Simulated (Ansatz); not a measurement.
Consider BN in the zinc blende structure (space group F-43m, No. 216; a = 3.581 Å). Axes: x, y, z lie along the cube axes.

Computed with LDA (Ansatz, a first-principles code), spin-orbit coupling left out.

It is then changed as follows: a pure shear with ε_xy = ε_yx = 0.0200, atoms relaxed at fixed cell.

Problem. Predict the stress tensor and what it implies for the stiffness.

Solution. Stress of the strained cell less that of the base (GPa, compression positive):
```
   0.93  -19.03    0.00
 -19.03    0.93    0.00
   0.00    0.00    0.12
```

Then −Δσ/γ with γ = 2ε = 0.0400 gives secant stiffness values (nonlinear terms included at this strain): C66 ≈ 476 GPa.

As a check, the harmonic strain energy −½ V₀ Δσ:ε is 14 meV/atom; the computed energy rise is 14 meV/atom.

No phonon test of stability was made.
